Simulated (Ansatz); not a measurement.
A one-dimensional Br body, 2 atoms a period, stretched and compressed along its axis from its relaxed period of 3.141 Å, atoms relaxed at each length.

```yaml
crystal:
  lattice:
    - [12.50000, 0.00000, 0.00000]
    - [0.00000, 11.00000, 0.00000]
    - [0.00000, 0.00000, 3.14071]
  atoms:
    - { symbol: Br, position: [0.40917, 0.50000, 0.00000] }
    - { symbol: Br, position: [0.59083, 0.50000, 0.50000] }
```

The numbers are results of PBE (plane waves to 420 eV, PAW; Ansatz, an electronic-structure program), not measurements. Mesh 1×1×90. No spin polarisation. It repeats along c; a and b span vacuum. A hypothetical model. Only distortions within the start's symmetry and period were free. Pairing along the axis, which can open a gap, is among the distortions not tried. Values not marked SOC lack spin–orbit coupling. On relaxing, bonds broke or formed, so the name tells the start alone. Buckling under compression is shut out by symmetry and the short period. Energies are free energies at a Fermi–Dirac width of 0.02 eV, from the unstrained cell.

```
strain (%)  energy (meV a period)  axial force (nN)
----------  ---------------------  ----------------
-3.0                          +15             -0.52
-1.5                           +4             -0.26
0.0                             0             +0.01
+1.5                           +4             +0.25
+3.0                          +15             +0.46
```

The slope of the force at zero strain is 17 nN.
